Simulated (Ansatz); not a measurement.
# A computed series for hypothetical P4_2/mnm GaAs: pressure series

Take GaAs (space group P4_2/mnm, No. 136; a = 7.0247 Å, c = 4.0616 Å; a hypothetical phase, not in the database extracts checked) as the base.

Cell and atoms are relaxed at each pressure.

Levels (all Ansatz, a quantum-chemistry and plane-wave program, PAW): PBE (420 eV, no spin-orbit coupling); PBEsol (420 eV, without spin-orbit coupling).

The base cell above is that of PBE; each level relaxes its own structures.

```csv
case,"volume per atom, PBE","volume per atom, PBEsol"
pressure 0.3 GPa,24.92 Å³,23.83 Å³
pressure 0.7 GPa,24.75 Å³,23.68 Å³
pressure 1.5 GPa,24.42 Å³,(withheld)
pressure 3 GPa,23.87 Å³,22.93 Å³
pressure 5 GPa,23.22 Å³,(withheld)
```

Problem. Some entries are withheld; estimate them.

Solution. 
- pressure 1.5 GPa, volume per atom, PBEsol: 23.40 Å³
- pressure 5 GPa, volume per atom, PBEsol: 22.36 Å³

PBE lies above PBEsol in every row, by 0.86 Å³ to 1.09 Å³. They put the cases in the same order.

Load acts through the strain it causes; cell and atoms are relaxed under it. No phonon test of stability was made. Competing high-pressure phases were not computed.
